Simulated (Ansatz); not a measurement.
Defect: Ga-vacancy pair (Ga on one host Si site, one Si site vacant) in silicon, charge state +1. The step: the Ga atom itself jumps into the vacancy (Ga-vacancy distance between ideal sites 2.37 Å throughout); the atom moves 2.73 Å along (0.29, 0.29, 0.29) of the unit cell; the moving atom starts with neighbours 3 Si at 2.39 Å and ends with 3 Si at 2.39 Å. DFT values are from Ansatz (plane-wave PAW, 420 eV unless said) in a cell of 216 host sites, spin-restricted, static, with no finite-size correction. The charge state is imposed; whether it is stable for some Fermi level was not computed. Forms of the defect that were not tried may lie lower. For the PBE band: the program found a first-order saddle point.

```csv
Level,Forward barrier (eV),Cost of the band or of the saddle's single point
"PBE, one k-point at (0.250, 0.250, 0.250), band relaxed",0.13,about 8 core-hours (a rough figure)
"PBE, a 2×2×2 k-point mesh shifted by half a step, same geometries",0.12,around 25 core-minutes (rough)
"r2SCAN at 500 eV, one k-point at (0.250, 0.250, 0.250), same geometries",0.34,roughly 13 core-minutes
"PBE, Γ point alone, same geometries",0.07,about 4 core-minutes (a rough figure)
"HSE06, Γ point alone, same geometries",0.36,very roughly 60 core-minutes
```

Ansatz is a quantum-chemistry and plane-wave program.
